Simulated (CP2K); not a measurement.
Input and output of a self-consistent single point for PbS₂ (P1, 6 atoms in the cell) (CP2K).

Computed with LDA (Pade form), GPW, DZVP-MOLOPT-SR-GTH basis, GTH-PADE potentials (GTH_POTENTIALS) run with CP2K 2026.2.

The change in words: atoms moved at random. Reference geometry:
```
CELL_PARAMETERS angstrom
      5.74813     0.00000     0.00000
     -0.80540     5.69142     0.00000
     -2.47136    -2.84571     4.33996
ATOMIC_POSITIONS crystal
  Pb 0.75000 0.75000 0.00000
  Pb 0.25000 0.25000 0.00000
  S  0.11903 0.61903 0.73806
  S  0.88097 0.38097 0.26194
  S  0.61903 0.88097 0.50000
  S  0.38097 0.11903 0.50000
```

Reference input (self-consistent single point, DFT LDA (Pade form), GPW, DZVP-MOLOPT-SR-GTH basis, GTH-PADE potentials (GTH_POTENTIALS)): CUTOFF = 400 Ry; REL_CUTOFF = 60 Ry; SMEAR/METHOD = FERMI_DIRAC; ELECTRONIC_TEMPERATURE = 580.23 K; KPOINTS/SCHEME = MONKHORST-PACK 6 6 6; GAMMA_CENTERED = T; XC_FUNCTIONAL = PADE; Pb/BASIS_SET = DZVP-MOLOPT-SR-GTH-q4; Pb/POTENTIAL = GTH-PADE-q4; S/BASIS_SET = DZVP-MOLOPT-SR-GTH-q6; S/POTENTIAL = GTH-PADE-q6; METHOD = GPW. This run's input differs from it in these lines:

```diff
@@ -69,8 +69,8 @@
     &COORD
-      Pb       3.70704600     4.26856725     0.00000000
-      Pb       1.23568200     1.42285575     0.00000000
-      S       -1.63838150     1.42285538     3.20315088
-      S        4.10974550     1.42285562     1.13680912
-      S        1.61304870     3.59111692     2.16998000
-      S        0.85831530    -0.74540592     2.16998000
+      Pb       3.69609301     4.27199917     0.05646288
+      Pb       1.20609511     1.43336497    -0.03331787
+      S       -1.62543981     1.45939432     3.20214401
+      S        4.11352305     1.42292961     1.09094443
+      S        1.64138309     3.63982696     2.21479009
+      S        0.85380323    -0.84466149     2.14889213
     &END COORD
```

Output, abridged:

```
 SCF WAVEFUNCTION OPTIMIZATION

  Step     Update method      Time    Convergence         Total energy    Change
     1 NoMix/Diag. 0.20E+00      -     0.59441999       -48.3871749111 -4.84E+01
     2 Broy./Diag. 0.20E+00      -     0.02764030       -48.0281533970  3.59E-01
     3 Broy./Diag. 0.20E+00      -     0.05656012       -48.2324830434 -2.04E-01
     4 Broy./Diag. 0.20E+00      -     0.01427784       -48.4117561130 -1.79E-01
     5 Broy./Diag. 0.20E+00      -     0.00285003       -48.2895602572  1.22E-01
     6 Broy./Diag. 0.20E+00      -     0.00165427       -48.2837281786  5.83E-03
   [... 3 lines left out ...]
    10 Broy./Diag. 0.20E+00      -     0.00001697       -48.2775788058 -2.54E-04
    11 Broy./Diag. 0.20E+00      -     0.00000861       -48.2775077211  7.11E-05
    12 Broy./Diag. 0.20E+00      -     0.00000137       -48.2775075063  2.15E-07
    13 Broy./Diag. 0.20E+00      -     0.00000096       -48.2775034513  4.05E-06
  *** SCF run converged in    13 steps ***

  Overlap energy of the core charge distribution:               0.00000000206492
  Self energy of the core charge distribution:               -111.33689179091641
  Core Hamiltonian energy:                                     24.21196604483698
  Hartree energy:                                              49.71020627838673
  Exchange-correlation energy:                                -10.86273263490772
  Electronic entropic energy:                                  -0.00005135074470
  Fermi energy:                                                 0.17059366372556

  Total energy:                                               -48.27750345129813
  Total energy (extrapolated to T->0):                        -48.27747777592578

                     Mulliken Population Analysis

   [... lines left out ...]

 STRESS| Analytical stress tensor [bar]
 STRESS|                        x                   y                   z
 STRESS|      x       -2.27206870579E+04  -1.32229877200E+04   6.63038153752E+02
 STRESS|      y       -1.32229877200E+04  -2.61165684589E+04   2.21417216428E+02
 STRESS|      z        6.63038153752E+02   2.21417216428E+02  -4.55712052908E+04
 STRESS| 1/3 Trace                                            -3.14694869358E+04
```

The run converged in 13 iterations. Against the reference run the free energy goes up by 14.0 meV/atom, the pressure goes from -3.59 to -3.15 GPa and the largest force goes from 0.228 to 1.428 eV/Å.

The starting cell comes from a database of computed structures (which also holds hypothetical and non-ambient phases and stackings), without a prior relaxation at this level. Its lattice was rescaled by a random factor within 2.5 % of one. For this run, on top of that: atoms moved at random. Values carry the incompleteness of an atom-centred basis. With a pressure of about -3 GPa the cell is away from its equilibrium volume at this level. Forces in this geometry exceed 1 eV/Å. The run gives no clean gap (levels at the Fermi energy touch, overlap or are partly filled at this smearing), which alone does not show that the compound is a metal.

Cost on one core of a shared machine: roughly 40 s.
